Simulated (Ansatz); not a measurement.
System: interstitial Na in corundum (charge state +1). The step: Na moves alone to another site; the atom moves 3.53 Å along (0.67, 0.33, -0.17) of the unit cell; the moving atom starts with neighbours 2 Al at 2.24; 6 O at 2.05 Å and ends with 2 Al at 2.24; 6 O at 2.05 Å. DFT values are from Ansatz (plane-wave PAW, 420 eV unless said) in a cell of 270 host sites, spin-restricted, static, with no finite-size correction. The charge state is imposed; whether it is stable for some Fermi level was not computed. Sites that were not tried may lie lower. For the PBE band: the saddle point's order was not checked.

```csv
Level,Forward barrier (eV)
"PBE, the Γ point alone, band relaxed",4.29
"PBE, a 2×2×2 k-point mesh shifted by half a step along c, same geometries",4.29
"r2SCAN at 500 eV, the Γ point alone, same geometries",4.33
"HSE06, Γ point alone, same geometries",?
"HSE06, Γ point alone, ends and band relaxed with HSE06",4.20
```

Question: Some entries are withheld; supply them.

Answer: 
- HSE06, Γ point alone, same geometries, Forward barrier (eV): 4.23

Ansatz is a program for electronic structure.
